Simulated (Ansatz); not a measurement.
This Ansatz (a quantum-chemistry and plane-wave program) input is the reference run, AlN in the wurtzite structure (space group P6_3mc, No. 186), computed with Ansatz, LDA, PAW, cutoff 420 eV, no SOC:

Ansatz 0.2 input:
```yaml
crystal:
  lattice:
    - [3.0887794739, 0, 0]
    - [-1.544389737, 2.6749614911, 0]
    - [0, 0, 4.9432636498]
  atoms:
    - { symbol: Al, position: [0.3333333333, 0.6666666667, 0.0000044453] }
    - { symbol: Al, position: [0.6666666667, 0.3333333333, 0.5000044453] }
    - { symbol: N, position: [0.3333333333, 0.6666666667, 0.3819955547] }
    - { symbol: N, position: [0.6666666667, 0.3333333333, 0.8819955547] }
basis: { ecutwfc: 420, ecutrho_ratio: 4, xc_grid: 2, fft_grid_basis: typed }
kpoints: { mp_grid: { grid: [12, 12, 7] } }
hamiltonian:
  xc: lda
  dispersion: none
  pseudopotentials: { kind: paw }
scf: { occupations: { method: fermi_dirac, width: 0.05 }, convergence: { dr2_threshold: 0.0000000004 } }
output: { forces: true, stress: true }
checkpoint: { write: state.ck, write_every: 1000 }
```

Write the input for this change: an isotropic linear strain of +2.40 %, atoms relaxed at fixed cell.


Ansatz 0.2 input:
```yaml
crystal:
  lattice:
    - [3.1629101813, 0, 0]
    - [-1.5814550907, 2.7391605669, 0]
    - [0, 0, 5.0619019774]
  atoms:
    - { symbol: Al, position: [0.3333333333, 0.6666666667, 0.0000044453] }
    - { symbol: Al, position: [0.6666666667, 0.3333333333, 0.5000044453] }
    - { symbol: N, position: [0.3333333333, 0.6666666667, 0.3819955547] }
    - { symbol: N, position: [0.6666666667, 0.3333333333, 0.8819955547] }
basis: { ecutwfc: 420, ecutrho_ratio: 4, xc_grid: 2, fft_grid_basis: typed }
kpoints: { mp_grid: { grid: [12, 12, 7] } }
hamiltonian:
  xc: lda
  dispersion: none
  pseudopotentials: { kind: paw }
scf: { occupations: { method: fermi_dirac, width: 0.05 }, convergence: { dr2_threshold: 0.0000000004 } }
relax: { f_tol: 0.005, max_steps: 50 }
output: { forces: true, stress: true }
checkpoint: { write: state.ck, write_every: 1000 }
```
This is the input that was run.

Whether these cells are dynamically stable was not tested.
